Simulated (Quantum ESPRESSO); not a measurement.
A series of runs on LiMg (P1, 6 atoms in the cell)

```
LiMg
1.0
    5.05135     0.00000     0.00000
    0.00000     1.57251     7.96812
    0.00000    -1.57251     7.96812
Li Mg
3 3
Cartesian
  0.15871  -0.15276  -0.00858
 -0.08116  -0.00533   5.28809
  2.47320   0.16675   8.87813
 -0.11311   0.01606  10.66357
  2.56688   0.01870  14.20059
  2.57250  -0.04343   3.47475
```

Base run A: PBEsol, GBRV 1.5 ultrasoft (PBESOL) pseudopotentials (Quantum ESPRESSO), self-consistent single point.

Its settings: ecutwfc = 40 Ry; ecutrho = 200 Ry; occupations = smearing; smearing = mp; degauss = 0.0147 Ry; potentials = {Li: li_pbesol_v1.4.uspp.F.UPF, Mg: mg_pbesol_v1.4.uspp.F.UPF}; K_POINTS = automatic 4 6 6 0 0 0; conv_thr = 1e-11 Ry.

The starting cell comes from a database of computed structures (which also holds hypothetical and non-ambient phases and stackings), without a prior relaxation at this level. Its atoms were displaced at random from the sites of space group no. 38. Without a gap this mesh is coarse (it stands for a supercell whose shortest vector is 19 Å).

| run | change | pressure (GPa) | largest force (eV/Å) |
|---|---|---|---|
| A | base | 0.04 | 0.601 |
| B | pseudopotentials: {Li: li_pbesol_v1.4.uspp.F.UPF, Mg: mg_pbesol_v1.4.uspp.F.UPF} → {Li: li_lda_v1.4.uspp.F.UPF, Mg: mg_lda_v1.4.uspp.F.UPF} [LDA (PZ)] | -1.18 | 0.556 |
| C | pseudopotentials: {Li: li_pbesol_v1.4.uspp.F.UPF, Mg: mg_pbesol_v1.4.uspp.F.UPF} → {Li: li_pbe_v1.4.uspp.F.UPF, Mg: mg_pbe_v1.4.uspp.F.UPF}; input_dft: default → blyp [BLYP] | 0.77 | 0.572 |
| D | pseudopotentials: {Li: li_pbesol_v1.4.uspp.F.UPF, Mg: mg_pbesol_v1.4.uspp.F.UPF} → {Li: li_pbe_v1.4.uspp.F.UPF, Mg: mg_pbe_v1.4.uspp.F.UPF}; input_dft: default → wc [Wu-Cohen GGA] | 0.28 | 0.598 |
| E | pseudopotentials: {Li: li_pbesol_v1.4.uspp.F.UPF, Mg: mg_pbesol_v1.4.uspp.F.UPF} → {Li: li_pbe_v1.4.uspp.F.UPF, Mg: mg_pbe_v1.4.uspp.F.UPF}; input_dft: default → rvv10 [rVV10] | -0.10 | 0.602 |

Run B against A: The pressure goes from 0.04 to -1.18 GPa and the largest force goes from 0.601 to 0.556 eV/Å.

Run D against A: The pressure goes from 0.04 to 0.28 GPa and the largest force moves little (0.601 to 0.598 eV/Å).

Left out of this page: 3 runs of the series held back from this collection.
